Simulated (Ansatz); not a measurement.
Given:

```
CELL_PARAMETERS angstrom
     -3.97566     3.97566     2.33247
      3.97566    -3.97566     2.33247
      3.97566     3.97566    -2.33247
ATOMIC_POSITIONS crystal
  Cd 0.75000 0.25000 0.50000
  Cd 0.00000 0.00000 0.00000
  As 0.37500 0.56637 0.69137
  As 0.31637 0.12500 0.69137
  As 0.87500 0.68363 0.30863
  As 0.43363 0.62500 0.30863
```

A single point on CdAs2, its geometry relaxed with PBEsol.

All numbers come from PBEsol in Ansatz (plane waves to 420 eV, PAW, noncollinear with spin-orbit coupling). k-mesh 8×8×8 (Γ-centred); smearing 0.05 eV (Fermi–Dirac).

Task: What is the computed electron mass?

Result: 0.098 mₑ along c, 0.41 mₑ across (at Γ).

Task: What is the computed band gap?

Result: 0.26 eV.

Task: What is the computed hole mass?

Result: 0.092 mₑ along c, 0.28 mₑ across (at M).

Single points use the geometry relaxed with PBEsol. Effective masses come from finite differences of ±0.01 Å⁻¹. No phonon test of stability was made. The cell is CdAs$_{2}$ (space group I4_122, No. 98; a cell from a computed database, its experimental status unchecked). The zero or small gap of CdAs2 can change with the level of theory.

Ansatz is an electronic-structure program.
